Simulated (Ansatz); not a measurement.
Results of LDA (PAW; Ansatz, a quantum-chemistry and plane-wave program) for BP (model structure, started from the BeO type, P4₂/mnm, No. 136, 8 atoms in the cell).

Run with plane-wave cutoff 520 eV, 6×6×10 k mesh (along the axes of the cell as run), Fermi–Dirac smearing 0.01 eV, scalar-relativistic PAW data made under PBE.

Cell (relaxed at this level):

BP has the tetragonal space group P4₂/mnm (No. 136), Pearson symbol tP8. Lattice parameters: a = b = 5.4945 Å, c = 3.1665 Å, α = β = γ = 90.00°. B on 4g sees 4 P at 1.924–1.974 Å. P on 4f has 4 B at 1.924–1.974 Å. (Neighbours: up to the widest gap in distance over summed covalent radii, below 1.35, at either atom.)

### Question
Predict the band gap and bulk modulus.

### Answer

- band gap: 0.23 eV (on the SCF k mesh)
- bulk modulus: 161 GPa

Note: the bulk modulus is −V dP/dV from two relaxed cells at ±2 % in volume; the relaxation could raise the start's symmetry but not lower it, so the cell can be a saddle point.

A model structure was made by putting elements into a prototype or built by hand; it is no filed structure, need not be a known phase, and can be a saddle point held by its symmetry.
